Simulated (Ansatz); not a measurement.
Base system: Pt in the fcc (Cu type) structure (space group Fm-3m, No. 225; a = 3.9418 Å; relaxed with 0.1 eV smearing). Axes: x, y, z lie along the cube axes.

Level of theory: r2SCAN in Ansatz (plane waves to 500 eV, PAW, without spin-orbit coupling).

For the base:

- Pressure = 0.0 GPa
- Shortest interatomic distance = 278.7 pm

It is then changed as follows: tensile biaxial strain of 2.08 % in the plane normal to [111], as in epitaxy on a mismatched substrate; the out-of-plane cell vector and the atoms relax.

Question: Predict the new pressure.

Answer: The pressure (mean of the normal stresses, compression positive) goes from zero to -3.9 GPa.

Question: What happens to the ratio −ε⊥/ε∥?

Answer: The ratio −ε⊥/ε∥ amounts to 1.14.

Question: What happens to the shortest interatomic distance?

Answer: The shortest interatomic distance drops by 2.4 pm (278.7 pm → 276.3 pm).

Question: How does this affect the energy relative to the base?

Answer: The energy rises by 12 meV/atom.

Whether these cells are dynamically stable was not tested. All final runs are without spin polarisation.

Ansatz is a quantum-chemistry and plane-wave program.
